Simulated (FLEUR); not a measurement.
A self-consistent single point of Mg2Zn (P6_3/mmc, 6 atoms in the cell) with FLEUR.

Method: LDA (Vosko-Wilk-Nusair), all-electron FLAPW (FLEUR), scalar-relativistic valence run with FLEUR.

The change in words: lattice scaled by 0.98. Reference geometry:
```
Mg2Zn
1.0
    3.08820     0.00000     0.00000
   -1.54410     2.67446     0.00000
    0.00000     0.00000    14.52655
Mg Zn
4 2
Cartesian
  0.00000   1.78297   5.92945
  1.54410   0.89149   8.59710
  1.54410   0.89149  13.19272
  0.00000   1.78297   1.33383
  1.54410   0.89149   3.63164
  0.00000   1.78297  10.89491
```

Reference input (self-consistent single point, DFT, LDA (Vosko-Wilk-Nusair), all-electron FLAPW (FLEUR), scalar-relativistic valence): Kmax = 4 1/bohr; GmaxXC = 16 1/bohr; xcFunctional = vwn; jspins = 1; l_soc = F; mode = gauss; fermiSmearingEnergy = 0.00499791 Htr; mesh (inpgen div1-3) = 10 10 2; inpgen gamma flag = true; Gmax = 16 1/bohr; numbands = 0; maxIterBroyd = 15. This run's input differs from it in these lines:

```diff
@@ -3,5 +3,5 @@
 &input film=f /
-5.8358525978 -0.0000000881 0.0000000000
--2.9179262226 5.0539966465 0.0000000000
-0.0000000000 0.0000000000 27.4512010357
+5.7191357640 -0.0000001370 0.0000000000
+-2.8595677634 4.9529169278 0.0000000000
+0.0000000000 0.0000000000 26.9021770150
 1.0
@@ -48,5 +48,5 @@
          <bravaisMatrix>
-            <row-1>    5.8358525977999998    -0.0000000881000000     0.0000000000000000</row-1>
-            <row-2>   -2.9179262225999998     5.0539966464999999     0.0000000000000000</row-2>
-            <row-3>    0.0000000000000000     0.0000000000000000    27.4512010356999987</row-3>
+            <row-1>    5.7191357639999998    -0.0000001370000000     0.0000000000000000</row-1>
+            <row-2>   -2.8595677633999999     4.9529169277999996     0.0000000000000000</row-2>
+            <row-3>    0.0000000000000000     0.0000000000000000    26.9021770149999995</row-3>
          </bravaisMatrix>
```

Output, abridged:

```
 Iteration:     1   Distance:       5.82348526 me/bohr^3
 Iteration:     2   Distance:       4.83546875 me/bohr^3
 Iteration:     3   Distance:       2.63729862 me/bohr^3
 Iteration:     4   Distance:       1.71249729 me/bohr^3
 Iteration:     5   Distance:       0.68254155 me/bohr^3
   [... 8 lines left out ...]
 Iteration:    14   Distance:       0.00003048 me/bohr^3
 Iteration:    15   Distance:       0.00001153 me/bohr^3
 Iteration:    16   Distance:       0.00001033 me/bohr^3
 Iteration:    17   Distance:       0.00000587 me/bohr^3
 Reset of history
 Run finished successfully
 Stop message:
   Structural relaxation: new displacements generated

[file out, last iteration]
             iter=     18
[...]
          total density-effective poten   -6.9250014316E+03
          total charge density-energy d   -2.0038118202E+02
 Updated energy parameters for spin:           1
[...]
 fermi energy and band-weighting factors:
    0.703573

[...]
FERMIE:
          first approx. to ef    (T=0)  :   0.188800 htr   (energy of the highest occ. eigenvalue)
          number of occ. states  (T=0)  :        902
          first approx. to seigv (T=0)  : -54.719276 htr
          sum of weights of occ. states :  32.020000
          sum of semicore charge        :   0.000000 e
          fermi energy=   0.18747 har   work function=  -5.10140 ev
          number of valence electrons=  64.00000
   [... lines left out ...]
          total moment                 =     0.00000
 Direct bandgap for spin            1 :    8.3068651614253142E-003  Htr
 ---->    free energy=                     -4385.0253722953 htr
   [... lines left out ...]
      extrapolation for T->0
 ---->    total electron energy=           -4385.0253722953 htr
 ***** TOTAL FORCES ON ATOMS *****
 TOTAL FORCE FOR ATOM TYPE=  1  X=  2.860   Y= -1.651   Z= 10.981
                       FX_TOT= 0.000000 FY_TOT= 0.000000 FZ_TOT=-0.002478
 TOTAL FORCE FOR ATOM TYPE=  2  X= -2.860   Y=  1.651   Z=  6.726
                       FX_TOT= 0.000000 FY_TOT= 0.000000 FZ_TOT= 0.000000
```

The run converged in 17 iterations. FLEUR gives forces in its relaxation mode, with a further iteration, so its stop message speaks of a relaxation. Against the reference run the total energy goes down by 15.5 meV/atom and the largest force goes from 0.163 to 0.127 eV/Å.

The starting cell comes from a database of computed structures (which also holds hypothetical and non-ambient phases and stackings), without a prior relaxation at this level. For this run, on top of that: lattice scaled by 0.98. Values depend on the basis (sphere radii, cutoffs, local orbitals), which need not be converged. The log's line on a gap gives a spacing of levels on this mesh, which the program prints for metals too.

Cost on one core of a shared machine: roughly 3 min.
